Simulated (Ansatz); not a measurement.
What biaxial strain +4.87 %, plane normal [001], relaxed out of plane does to RbAu5

The parent structure is RbAu₅ (space group P6/mmm, No. 191; a = 5.7674 Å, c = 4.4336 Å). Axes: x lies along a and z along c of the hexagonal cell.

It is then changed as follows: tensile biaxial strain of 4.87 % in the plane normal to [001], as in epitaxy on a mismatched substrate; the out-of-plane cell vector and the atoms relax.

All numbers come from PBEsol (Ansatz, an electronic-structure program), no spin-orbit coupling. Settings: 9×9×11 k-points, 0.05 eV Fermi–Dirac smearing.

The volume per atom increases by 1.106 Å³ (21.29 Å³ → 22.39 Å³) and the space group remains P6/mmm (No. 191). The shortest interatomic distance falls by 2.56 pm to 274.7 pm and the pressure (mean of the normal stresses, compression positive) goes from zero to -1.9 GPa. The band gap remains zero and the out-of-plane strain is -4.35 % (rough). The mean in-plane stress (compression positive) is -2.9 GPa (rough).

Final structure (turned so that z lies along the plane normal):

```
CELL_PARAMETERS angstrom
      6.04823     0.00000     0.00000
      3.02411     5.23792     0.00000
      0.00000     0.00000     4.24079
ATOMIC_POSITIONS crystal
  Rb 0.00000 0.00000 0.00000
  Au 0.66667 0.66667 0.00000
  Au 0.33333 0.33333 0.00000
  Au 0.50000 0.50000 0.50000
  Au 0.50000 0.00000 0.50000
  Au 0.00000 0.50000 0.50000
```

Cost of the whole job for the changed cell (relaxation, final SCF and bands): roughly 2.3 core-minutes.

Without a gap, meshes like the base's 9×9×11 leave anisotropic stresses uncertain by several tenths of a GPa, and small strain energies with them. Stability against distortions was not tested.
